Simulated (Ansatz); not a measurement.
Hops of point defects in fcc Ag, each between lowest sites run for its defect: PBE bands (Ansatz, an electronic-structure program, plane waves to 420 eV, PAW, climbing-image NEB) beside r2SCAN single points (500 eV) at the PBE geometries. Static nuclei, no finite-size correction. The rows are a random draw from the bands that converged and passed our checks of state and shape. Saddle orders were checked for a part of the study's bands only and are not shown. Vacancies start on their lattice site; split forms were not set up.

```
Row                                           Defect                                                                                           Route  Hop (Å)        Cell and PBE mesh  r2SCAN k-points  PBE barrier x (eV)  r2SCAN barrier y (eV)
---  -----------------------------------------------  ----------------------------------------------------------------------------------------------  -------  -----------------------  ---------------  ------------------  ---------------------
1                           interstitial O, charge 0                                                                                O moves farthest     2.91  32 sites, 3×3×3 shifted        same mesh                0.60                   0.59
2    Si-vacancy pair (Si on Ag, Ag vacant), charge 0  Si changes places with the vacancy (Si-vacancy distance between ideal sites 2.93 Å throughout)     2.89  32 sites, 2×2×2 shifted        same mesh                0.33                   0.27
3                               Ag vacancy, charge 0                                                              a nearby Ag jumps into the vacancy     2.86  32 sites, 3×3×3 shifted        same mesh                0.60                   0.55
4    Al-vacancy pair (Al on Ag, Ag vacant), charge 0  Al changes places with the vacancy (Al-vacancy distance between ideal sites 2.93 Å throughout)     3.00  32 sites, 2×2×2 shifted        same mesh                0.43                   0.39
5    Ru-vacancy pair (Ru on Ag, Ag vacant), charge 0  Ru changes places with the vacancy (Ru-vacancy distance between ideal sites 2.93 Å throughout)     3.01  32 sites, 2×2×2 shifted        same mesh                1.20                   1.18
6    Ru-vacancy pair (Ru on Ag, Ag vacant), charge 0  a nearby Ag jumps into the vacancy (Ru-vacancy distance between ideal sites 2.93 Å throughout)     2.76  32 sites, 2×2×2 shifted        same mesh                0.47                      ?
```

Problem. Fit a straight line y = a x + b to rows 1 to 5, predict row 6, and compare with the computed value.

Solution. Means: x̄ = 0.632, ȳ = 0.596 eV. Sums: Sxx = 0.457, Sxy = 0.473 eV². So a = Sxy/Sxx = 1.035 and b = ȳ − a x̄ = -0.058 eV, with a scatter of 0.02 eV about the line. Row 6: 1.035 × 0.47 − 0.058 ≈ 0.43 eV. The computed r2SCAN value is 0.43 eV, 0.00 eV from the line, within the scatter. The line only summarises these rows of one host.
